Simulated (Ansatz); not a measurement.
The starting structures come from a database of crystals and need not be the phases stable at ambient conditions.

Inside the gap of an insulator the Bloch states are evanescent, with a wavenumber k + iκ along the transport direction.

Data:

```
CELL_PARAMETERS angstrom
      8.89225     0.00000     0.00000
      0.00000     9.18005     0.00000
      0.00000     4.59003     2.65005
ATOMIC_POSITIONS crystal
  K  0.50000 0.00000 0.00000
  As 0.20449 0.33333 0.00000
  As 0.79551 0.66667 0.00000
  As 0.20449 0.66667 0.00000
  As 0.79551 0.33333 0.00000
  Br 0.00000 0.00000 0.00000
  O  0.68364 0.50000 0.50000
  O  0.31636 0.50000 0.50000
  O  0.68364 0.50000 0.00000
  O  0.31636 0.50000 0.00000
  O  0.68364 0.00000 0.50000
  O  0.31636 0.00000 0.50000
```

Space group of this cell: P6/mmm. The cell was relaxed by PBE-D3(BJ); by r2SCAN its mean pressure is -2.1 GPa.

Transport runs along the normal of the first two printed cell vectors, the (110) plane of the conventional cell.

The gap is the functional's own, uncorrected, and κ follows it; spin-orbit coupling is left out. Mid-gap values are interpolated between the computed energies.

Q: Compute, with r2SCAN (Ansatz, an electronic-structure program), the band gap and the smallest decay constant κ at mid-gap.

A: Gap 3.59 eV on a 4×12×12 mesh; κ = 0.295 1/Å, at the zone centre.
